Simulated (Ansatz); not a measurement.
Structure of amorphous Ti$_{10}$Al$_{12}$O$_{38}$ (periodic cell):

```
CELL_PARAMETERS angstrom
      9.01187     0.00000     0.00000
      0.00000     9.01187     0.00000
      0.00000     0.00000     9.01187
ATOMIC_POSITIONS crystal
  Ti 0.19060 0.38639 0.55929
  Ti 0.59220 0.04545 0.09723
  Ti 0.79589 0.48628 0.21136
  Ti 0.32534 0.07694 0.31589
  Ti 0.31627 0.74874 0.50808
  Ti 0.65492 0.36667 0.87392
  Ti 0.00804 0.93550 0.90398
  Ti 0.63040 0.73489 0.61320
  Ti 0.16623 0.62272 0.99818
  Ti 0.47135 0.37389 0.40864
  Al 0.88165 0.93919 0.55106
  Al 0.45440 0.70449 0.21652
  Al 0.56355 0.10520 0.63009
  Al 0.06340 0.25107 0.09751
  Al 0.80916 0.31435 0.53074
  Al 0.98329 0.61271 0.65186
  Al 0.22246 0.04006 0.69220
  Al 0.38025 0.37331 0.08667
  Al 0.69927 0.70612 0.96340
  Al 0.05767 0.75803 0.27524
  Al 0.40353 0.86282 0.86371
  Al 0.92106 0.09075 0.29105
  O  0.64804 0.66497 0.15380
  O  0.78531 0.48105 0.99873
  O  0.90900 0.29356 0.21364
  O  0.26903 0.95654 0.50167
  O  0.35717 0.69470 0.00636
  O  0.51542 0.70737 0.43299
  O  0.07017 0.61090 0.82933
  O  0.43655 0.48951 0.23522
  O  0.42780 0.19626 0.16120
  O  0.94767 0.59281 0.26901
  O  0.84687 0.73193 0.58005
  O  0.99625 0.12546 0.96530
  O  0.21793 0.92201 0.86369
  O  0.18417 0.40559 0.05967
  O  0.95964 0.42610 0.58927
  O  0.67433 0.27211 0.67373
  O  0.66161 0.19337 0.96921
  O  0.75051 0.02781 0.20391
  O  0.12936 0.10538 0.22836
  O  0.42968 0.76784 0.68898
  O  0.47003 0.40893 0.91979
  O  0.07132 0.78436 0.07972
  O  0.39593 0.45736 0.56928
  O  0.69351 0.41004 0.39328
  O  0.19098 0.23555 0.67968
  O  0.96604 0.90239 0.36822
  O  0.25212 0.30435 0.38850
  O  0.87054 0.13732 0.47758
  O  0.65910 0.61718 0.78025
  O  0.57270 0.88210 0.96338
  O  0.15715 0.62936 0.55782
  O  0.68001 0.94438 0.60657
  O  0.25496 0.71875 0.30310
  O  0.84533 0.82524 0.91120
  O  0.43748 0.92798 0.22899
  O  0.42270 0.05092 0.75089
  O  0.48934 0.16430 0.45249
  O  0.02006 0.97000 0.68967
```

Calculation: PBE, scalar-relativistic without spin-orbit coupling (plane waves to 420 eV, PAW; Ansatz, a quantum-chemistry and plane-wave program). Neutral PBE cell, which sets geometry, pressure and energy: sampling: a 2×2×2 Γ-centred mesh; Fermi-Dirac width 0.02 eV; no spin polarisation.

It comes from a melt-quench run on a machine-learned potential (CHGNet), relaxed afterwards by DFT. O atoms were pushed apart under 1.9 Å during the dynamics, to hinder bonds among them. The hot cell started wider than the set density and was brought back towards it in steps. It is the lowest in DFT energy of 2 quenches. It is a model cell: composition and starting density were chosen by hand, and all elements were melted together. No dispersion term was used. Its density started from a set value of 3.20 and ended at 3.20 g/cm³. The simulated quench (nominally 280 K/ps over its main leg) is rapid and tends to freeze in more defects than a deposited or slowly cooled glass has. Values belong to this one cell and scatter from quench to quench. The volume was held where the preparation left it.

Give the pressure, the energy against reference phases and the spacing of the highest filled and lowest empty levels.


Pressure on a 2×2×2 Γ-centred mesh: -2.09 GPa
Largest force and stress component on that mesh (the relaxation ran on the zone centre alone): 0.08 eV/Å and 4.1 GPa
Energy relative to anatase TiO2 + corundum (lowest mix at this level among the phases computed, not always the ambient ones): 0.150 eV/atom
Gap between localised states on a 2×2×2 Γ-centred mesh (PBE): 2.48 eV
Gap between localised states at the zone centre (PBE): 2.59 eV
Distance between the nearest levels spread over more than a fifth of the atoms or a third of the atoms of their main element (six at least) (PBE, zone centre): 2.96 eV

At PBE and the zone centre, how localised are the states just below and above the Fermi level (participation number: the atoms over which a state spreads)?

The highest filled state is spread over 9.3 atoms' worth, largest on O56, with weights by element (charge in smoothed Voronoi cells) O 0.94, Ti 0.04, Al 0.02. The lowest empty state is spread over 2.1 atoms' worth, largest on Ti4, with weights by element (charge in smoothed Voronoi cells) Ti 0.80, O 0.18, Al 0.01.

At PBE the levels at both edges of the gap are localised (band-tail or defect states), and the nearest spread-out levels lie 3.0 eV apart at the zone centre.

Cut-offs for bonds: Ti-Ti 3.12 Å, Ti-Al 2.89 Å, Ti-O 2.52 Å, Al-Al 2.66 Å, Al-O 2.32 Å, O-O 1.58 Å. Two cations that share two anions don't count as bonded, nor two that share one unless they lie closer than Ti-Ti 3.04 Å, Ti-Al 2.81 Å, Al-Al 2.59 Å.
